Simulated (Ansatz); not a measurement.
We consider Hf2N2O (P2₁/m, No. 11, 10 atoms in the cell; start mp-776205), described by HSE06 (plane waves, PAW; Ansatz, a program for electronic structure).

Run with plane-wave cutoff 460 eV, 6×6×4 k mesh (along the axes of the cell as run), Fermi–Dirac smearing 0.01 eV, scalar-relativistic PAW data made under PBE.

Cell (relaxed with PBEsol):

```cif
data_Hf4N4O2
_chemical_formula_sum 'Hf4 N4 O2'
_space_group_name_H-M_alt 'P 1'
_space_group_IT_number 1
_cell_length_a 4.25860
_cell_length_b 3.40240
_cell_length_c 8.57737
_cell_angle_alpha 90.000
_cell_angle_beta 100.672
_cell_angle_gamma 90.000
loop_
_space_group_symop_operation_xyz
  'x, y, z'
loop_
_atom_site_label
_atom_site_type_symbol
_atom_site_fract_x
_atom_site_fract_y
_atom_site_fract_z
_atom_site_occupancy
Hf1 Hf 0.20986 0.75000 0.89405 1
Hf2 Hf 0.79014 0.25000 0.10595 1
Hf3 Hf 0.37904 0.75000 0.32802 1
Hf4 Hf 0.62096 0.25000 0.67198 1
N1 N 0.16657 0.25000 0.75034 1
N2 N 0.83343 0.75000 0.24966 1
N3 N 0.28565 0.25000 0.09760 1
N4 N 0.71435 0.75000 0.90240 1
O1 O 0.68829 0.75000 0.56099 1
O2 O 0.31171 0.25000 0.43901 1
```

### Question
Predict the band gap, smallest direct gap on the k points sampled and Γ–Γ gap.

### Answer

* **band gap**: 2.22 eV
* **smallest direct gap on the k points sampled**: 2.76 eV
* **Γ–Γ gap**: 3.44 eV

Note: cell and atoms aren't relaxed at this level (largest force component 0.32 eV/Å, pressure 2.8 GPa).

Spin–orbit coupling is not included.

Static lattice: no zero-point or thermal effects.

A start named mp-… is a Materials Project structure, which need not be a measured phase.
